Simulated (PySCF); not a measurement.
PySCF 2.14.0, unrestricted PBE/def2-svp, df: aminoborane anion (BN), charge -1, multiplicity 2, 6 atoms. The geometry is a generated start, not checked to be a minimum at this level.

```yaml
task: energy
method: pbe
basis: def2-svp
two_electron_scheme: density fitting
mol.max_memory: 3000 MB
mf.max_cycle: 100
mf.init_guess: minao (default)
mf.DIIS: CDIIS (default)
mf.diis_space: 8 (default)
mf.conv_tol: 1e-09 (default)
mf.grids.level: 3 (default)
basis_functions: 48
grid_points: 67184
```

```xyz
6

B     -0.6857     0.0339    -0.0047
N      0.6896    -0.0334     0.0037
H     -1.3014    -0.9623    -0.0256
H     -1.2011     1.0855     0.0104
H      1.2915     0.7731     0.0228
H      1.2072    -0.8968    -0.0067
```

Charge -1 and multiplicity 2 are set for this test and not shown to be the ground state.

One run each on 2 threads, 1 BLAS thread. Values of level_shift (Hartree) tried: 0 (default), 0.1, 0.3, 1.

**Question.** Which value of level_shift (Hartree) needs the fewest Fock builds, and what happens away from it?

**Answer.** Fewest Fock builds, within one of each other: 0 (default) with 12, 0.1 with 11. The run ends without SCF convergence in 100 cycles at 0.3, 1.

| level_shift (Hartree) | Fock builds | end |
|---|---|---|
| 0 (default) | 12 | same solution |
| 0.1 | 11 | same solution |
| 0.3 | 23 | no convergence |
| 1 | 37 | no convergence |
